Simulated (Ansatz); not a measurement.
Input:

```
CELL_PARAMETERS angstrom
      2.19356     1.26645    10.09527
     -2.19356     1.26645    10.09527
      0.00000    -2.53291    10.09527
ATOMIC_POSITIONS crystal
  Bi 0.40185 0.40185 0.40185
  Bi 0.59815 0.59815 0.59815
  Te 0.00000 0.00000 0.00000
  Te 0.20596 0.20596 0.20596
  Te 0.79404 0.79404 0.79404
```

No spin polarisation.

1.18 holes added to each cell, a density of 7.0×10^21 cm⁻³, with a uniform compensating background at fixed cell and a 300 K Fermi–Dirac width.

Method: PBE-D3(BJ)/PAW in Ansatz (an electronic-structure program), no spin-orbit coupling. Γ-centred 12×12×12 mesh, Fermi–Dirac width 0.0259 eV.

Question: Predict the gap between the host's bands, Fermi level from band edge and gap character.

Answer: 
- Gap between the host's bands: 0.40 eV
- Fermi level relative to the doped band's edge (positive inside the band; to 0.05 eV): +0.65 eV
- Gap character: direct at Γ

Carriers are added with a uniform compensating background; total energy and stress of such cells depend on the potential's zero and are not compared; many-body gap narrowing is missing at this level. Spin-orbit coupling, missing from the scalar runs, can matter with Bi and Te. Whether these cells are dynamically stable was not tested. The cell was made from Bi2Te3 in the Bi2Te3 type structure (space group R-3m, No. 166) by this change: holes 7.0×10^21 cm⁻³.
